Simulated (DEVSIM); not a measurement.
Device: Ru/Al2O3/p-Si capacitor, at 350 K.

| layer (left to right) | material | thickness (nm) | Na (cm⁻³) |
|---|---|---|---|
| 1 | Al2O3 | 23.0 | - |
| 2 | Si | 3000 | 3.6e16 |

Metal gate on the left, work function 4.7 eV. Fixed charge at the semiconductor interface -4.6e11 cm⁻² (in units of +e); no interface traps.

The device is made up for the run: typed textbook-type constants, with dimensions and the other settings drawn at random. Values at 300 K; Nc and Nv go as T^1.5, mobilities as T to minus their exponent, the gap by Varshni's rule with the affinity fixed.

| parameter | Al2O3 | Si |
|---|---|---|
| gap (eV) | 6.8 | 1.124 |
| affinity (eV) | 1.35 | 4.05 |
| permittivity | 9 | 11.7 |
| Nc (cm⁻³) | - | 2.86e19 |
| Nv (cm⁻³) | - | 3.1e19 |
| Varshni α (eV/K) | - | 0.000473 |
| Varshni β (K) | - | 636 |

Model (solved in DEVSIM): 1D Poisson equation in equilibrium, Boltzmann statistics, complete ionisation; no quantum confinement or tunnelling. Metal contacts follow the ideal Schottky-Mott rule: no Fermi-level pinning, no interface dipoles.

Task: Give the band bending (positive: bands bend down) and minority sheet density.

Result: 
| Vg (V) | ψs (V) | minority carriers (cm⁻²) |
|---|---|---|
| -1.8 | -0.202 | < 1e8 |
| -1.5 | -0.190 | < 1e8 |
| -1.2 | -0.175 | < 1e8 |
| -0.9 | -0.155 | < 1e8 |
| -0.6 | -0.127 | < 1e8 |
| -0.3 | -0.081 | < 1e8 |
| 0 | 0.017 | < 1e8 |
| 0.3 | 0.205 | < 1e8 |
| 0.6 | 0.436 | < 1e8 |
| 0.9 | 0.679 | 8.6e9 |
| 1.2 | 0.801 | 3.5e11 |
| 1.5 | 0.839 | 9.1e11 |
| 1.8 | 0.862 | 1.5e12 |
| 2.1 | 0.879 | 2.1e12 |
| 2.4 | 0.892 | 2.7e12 |
